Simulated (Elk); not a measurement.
A self-consistent single point of HgS (F-43m, 2 atoms in the cell) with Elk.

Method: LDA (PW92), all-electron FP-LAPW, Elk's shipped species files, APW+lo basis with extra local orbitals (Elk 10.2.4).

```yaml
crystal:
  lattice:
    - [0.00000, 2.92363, 2.92363]
    - [2.92363, 0.00000, 2.92363]
    - [2.92363, 2.92363, 0.00000]
  atoms:
    - { symbol: Hg, position: [0.00000, 0.00000, 0.00000] }
    - { symbol: S, position: [0.25000, 0.25000, 0.25000] }
```

Reference input (self-consistent single point, DFT, PBE, all-electron FP-LAPW, Elk's shipped species files, APW+lo basis with extra local orbitals): xctype = 20; rgkmax = 7.5; swidth = 0.00183747 Ha; ngridk = 13 13 13; gmaxvr = 16 1/bohr; nxlo = 2; lorbcnd = true; rmtscf = 0.9; lmaxi = 3; maxscl = 100. This run's input differs from it in these lines:

```diff
@@ -2,5 +2,2 @@
   0
-
-xctype
-  20
```

The program printed (abridged):

```
│ Self-consistent loop started │
│ Loop number : 1 │
 total energy                :     -20045.6106604
│ Loop number : 2 │
 total energy                :     -20045.9246323
RMS change in Kohn-Sham potential (target) :   0.1372885468     (  0.1000000000E-05)
Absolute change in total energy (target)   :   0.3139718992     (  0.1000000000E-03)
│ Loop number : 3 │
 total energy                :     -20046.9538444
RMS change in Kohn-Sham potential (target) :   0.1181568201     (  0.1000000000E-05)
Absolute change in total energy (target)   :    1.107705043     (  0.1000000000E-03)
│ Loop number : 4 │
   [... lines left out ...]
Absolute change in total energy (target)   :   0.2164681206E-02 (  0.1000000000E-03)
│ Loop number : 13 │
 total energy                :     -20049.0836950
RMS change in Kohn-Sham potential (target) :   0.3509416264E-06 (  0.1000000000E-05)
Absolute change in total energy (target)   :   0.3610157182E-03 (  0.1000000000E-03)
│ Loop number : 14 │
 total energy                :     -20049.0836876
RMS change in Kohn-Sham potential (target) :   0.1358914932E-06 (  0.1000000000E-05)
Absolute change in total energy (target)   :   0.8284632349E-04 (  0.1000000000E-03)
Convergence targets achieved

│ Loop number : 15 │

Energies :
 Fermi                       :     0.152958179315
 total energy                :     -20049.0836809

Density of states at Fermi energy :   0.5283251737
 (states/Hartree/unit cell)

Estimated indirect band gap :   0.1332153485E-01
 from k-point      1 to k-point     13
Estimated direct band gap   :   0.1560624098E-01
 at k-point     13

Charges :
 core                        :    72.00000000
 valence                     :    24.00000000
 interstitial                :    3.928115296
 muffin-tins (core leakage)
  species :    1 (Hg)
   atom    1                 :    78.30271229     (  0.3473541916E-03)
  species :    2 (S)
   atom    1                 :    13.76917241     (  0.3056322468E-03)
 total in muffin-tins        :    92.07188470
 total calculated charge     :    95.99597214
 total charge                :    96.00000000
 error                       :   0.4027855125E-02

│ Self-consistent loop stopped │
```

The run converged in 15 iterations. The count includes the last loop, which Elk runs after its targets are met. 

The starting cell comes from a database of computed structures (which also holds hypothetical and non-ambient phases and stackings), without a prior relaxation at this level. Its lattice was rescaled by a random factor within 2.5 % of one. Spin-orbit coupling is off. Values depend on the basis (sphere radii, cutoffs, local orbitals), which need not be converged. The run gives no clean gap (levels at the Fermi energy touch, overlap or are partly filled at this smearing), which alone does not show that the compound is a metal. The log's line on a gap gives a spacing of levels on this mesh, which the program prints for metals too.

Cost on one core of a shared machine: roughly 2 min.
